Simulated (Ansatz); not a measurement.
The parent structure is InSe in the beta-GaS type structure (space group P6_3/mmc, No. 194; layered, stacked along the Cartesian z axis).

```xyz
8
Lattice="4.0321 0.0000 0.0000 -2.0160 3.4919 0.0000 0.0000 0.0000 16.7641" Properties=species:S:1:pos:R:3 pbc="T T T"
In     0.0000     2.3279    11.1762
In     2.0160     1.1640     2.7942
In     2.0160     1.1640     5.5879
In     0.0000     2.3279    13.9699
Se     0.0000     2.3279     1.5074
Se     2.0160     1.1640     9.8895
Se     2.0160     1.1640    15.2567
Se     0.0000     2.3279     6.8746
```

Cartesian axes are those of the cell as printed.

Computed with PBE-D3(BJ), PAW, 420 eV (Ansatz, a first-principles code; without spin-orbit coupling).

For the base:

Band gap: 0.37 eV
Shortest interatomic distance: 2.660 Å
Valence-band top at Γ: 0.00, -1.09, -1.09 eV

One thing is altered: uniaxial strain ε_zz = +0.47 %, all other strain components held at zero; the atoms relax in the strained cell.

Problem. What does the calculation give for the stress after the change?

Solution. The stress (xx, yy, zz, yz, xz, xy; compression positive) is (-0.06, -0.06, -0.16, 0.00, 0.00, 0.00) GPa.

Problem. What happens to the band gap?

Solution. The band gap grows by 0.02 eV (0.37 eV → 0.39 eV).

Problem. Predict the new shortest interatomic distance.

Solution. The shortest interatomic distance stays essentially unchanged (2.660 Å against 2.661 Å).

Problem. Predict the new valence-band top at Γ.

Solution. The valence-band top at Γ (three highest levels, from the VBM) becomes 0.00, -1.07, -1.07 eV (base: 0.00, -1.09, -1.09 eV).

Gaps are read on the SCF mesh and a high-symmetry path. Stability against distortions was not tested.
